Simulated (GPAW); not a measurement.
Input and output of a self-consistent single point for TlCrTe2 (P-3m1, 4 atoms in the cell) (GPAW).

Level of theory: PBEsol, GPAW PAW datasets PBEsol (made by gpaw-setup) (plane waves; GPAW).

```xyz
4
Lattice="4.1098 0.0000 0.0000 -2.0549 3.5592 0.0000 0.0000 0.0000 7.9489" Properties=species:S:1:pos:R:3 pbc="T T T"
Cr     0.0000     0.0000     3.9744
Tl     0.0000     0.0000     0.0000
Te     2.0549     1.1864     5.4315
Te     0.0000     2.3728     2.5174
```
Moments meant for the start (each program seeds them in its own way; μB, in the order of the atoms Cr Tl Te Te): 3.0 0.0 0.0 0.0.

Reference input (self-consistent single point, DFT LDA (Perdew-Wang 92), plane waves, GPAW PAW datasets LDA (gpaw-data 1.0.1)): spinpol = true; mode = pw; ecut = 850 eV; xc = LDA; kpts = 5 5 3; mesh shift (steps) = 0 0 0; occupations.name = methfessel-paxton; occupations.width = 0.136 eV; occupations.order = 0; nbands = -12; symmetry.symmorphic = false; symmetry.tolerance = 0.0005. This run's input differs from it in these lines:

```diff
@@ -18,3 +18,3 @@
             mode={'name': 'pw', 'ecut': 850},
-            xc='LDA',
+            xc='PBEsol',
             kpts=(5, 5, 3),
```

Its files differ too (potentials: GPAW PAW datasets PBEsol (made by gpaw-setup)).

The program printed (abridged):

```
     iter     time        total  log10-change:  magmom
                         energy   eigst   dens
iter:   1 --:--:--   -23.444830                   +2.9868
iter:   2 --:--:--   -20.895975   -1.31  -0.94    +2.2811
iter:   3 --:--:--   -20.894885   -2.29  -1.37    +2.5454
iter:   4 --:--:--   -21.035965   -2.33  -1.42    +3.1224
iter:   5 --:--:--   -20.946013   -2.42  -1.54    +3.0180
iter:   6 --:--:--   -20.978503   -2.75  -1.85    +3.0496
iter:   7 --:--:--   -20.946863   -2.31  -1.88    +3.0009
iter:   8 --:--:--   -20.932172   -3.95  -2.07    +3.0095
iter:   9 --:--:--   -20.930500   -3.29  -2.33    +3.0233
   [... lines left out ...]
   [... 2 lines left out ...]
iter:  17 --:--:--   -20.931807c  -5.94  -3.59    +3.0638
iter:  18 --:--:--   -20.931798c  -7.01  -3.89    +3.0636
iter:  19 --:--:--   -20.931821c  -6.90  -3.93    +3.0623
iter:  20 --:--:--   -20.931824c  -7.38  -3.94    +3.0614
iter:  21 --:--:--   -20.931830c  -7.92c -3.92    +3.0613
iter:  22 --:--:--   -20.931826c  -8.12c -3.98    +3.0613
iter:  23 --:--:--   -20.931857c  -6.69  -4.00    +3.0613
iter:  24 --:--:--   -20.931842c  -7.44c -3.84    +3.0613
iter:  25 --:--:--   -20.931816c  -6.78  -3.94    +3.0613
iter:  26 --:--:--   -20.931816c  -8.31c -4.05c   +3.0613
Converged after 26 iterations.

Dipole moment: (0.000000, -0.000000, -0.000000) |e|*Ang

Total magnetic moment: (0.000000, 0.000000, 3.061287)
Local magnetic moments:
   0 Cr ( 0.000000,  0.000000,  2.972319)
   1 Tl ( 0.000000,  0.000000, -0.011737)
   2 Te ( 0.000000,  0.000000, -0.107434)
   3 Te ( 0.000000,  0.000000, -0.107434)

Energy contributions relative to reference atoms: (reference = -947873.439456)

Kinetic:         +7.719282
Potential:      -12.644548
External:        +0.000000
XC:             -16.438890
Entropy (-ST):   -0.007278
Local:           +0.435979
SIC:             +0.000000
--------------------------
Free energy:    -20.935455
Extrapolated:   -20.931816

Spin contamination: 0.393622 electrons
Showing only first 2 kpts
                      Up                     Down
   [... lines left out ...]
Fermi level: 5.88504
No gap
   [... lines left out ...]
Energy (eV): -20.931816

Forces in eV/Ang:
  0 Cr   -0.00000   -0.00000    0.00000
  1 Tl    0.00000    0.00000    0.00000
  2 Te    0.00000   -0.00000   -0.23995
  3 Te    0.00000   -0.00000    0.23995

Stress tensor:
     0.017569    -0.000000     0.000000
    -0.000000     0.017569     0.000000
     0.000000     0.000000     0.022430
Stress (GPa, Voigt): [ 2.8149  2.8149  3.5937  0.      0.     -0.    ]
```

The run converged in 26 iterations. GPAW prints stress with tension positive. Against the reference run the pressure goes from -5.02 to -3.07 GPa, the largest force goes from 0.383 to 0.240 eV/Å and the size of the net moment hardly changes (0.76 to 0.77 μB/atom).

The starting cell comes from a database of computed structures (which also holds hypothetical and non-ambient phases and stackings), without a prior relaxation at this level. With one magnetic atom in the cell only a parallel order is possible. With a pressure of about -3 GPa the cell is away from its equilibrium volume at this level.

Cost on one core of a shared machine: roughly 80 s.
